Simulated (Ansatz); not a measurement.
**SnSe2: Sn → Pt**

Consider SnSe2 in the CdI2 type structure (space group P-3m1, No. 164; a = 3.826 Å, c = 6.231 Å; layered, stacked along the Cartesian z axis).

Now apply this change: every Sn is replaced by Pt; the structure is relaxed again.

Computed with Ansatz (a first-principles code), r2SCAN+rVV10, PAW, cutoff 500 eV, spin-orbit coupling left out. Γ-centred 14×14×9 mesh, Fermi–Dirac width 0.05 eV, for the changed cell.

```json
[
 {"quantity": "volume per atom", "base": "26.33 Å³", "changed": "21.12 Å³", "shift": "-5.21 Å³"},
 {"quantity": "density", "base": "5.82 g/cm³", "changed": "9.25 g/cm³", "shift": "+3.437 g/cm³"},
 {"quantity": "c/a ratio", "base": "1.629", "changed": "1.409", "shift": "-0.220"},
 {"quantity": "space group", "base": "P-3m1 (No. 164)", "changed": "P-3m1 (No. 164)", "shift": "–"},
 {"quantity": "shortest interatomic distance", "base": "2.713 Å", "changed": "2.515 Å", "shift": "-0.1986 Å"},
 {"quantity": "band gap", "base": "0.94 eV", "changed": "zero", "shift": "–"}
]
```

Cost of the whole job for the changed cell (relaxation, final SCF and bands): roughly 7 core-minutes.

Spin-orbit coupling, missing from the scalar runs, can matter with Pt. Stability against distortions was not tested. All final runs are without spin polarisation. The zero or small gap of PtSe2 can change with the level of theory.
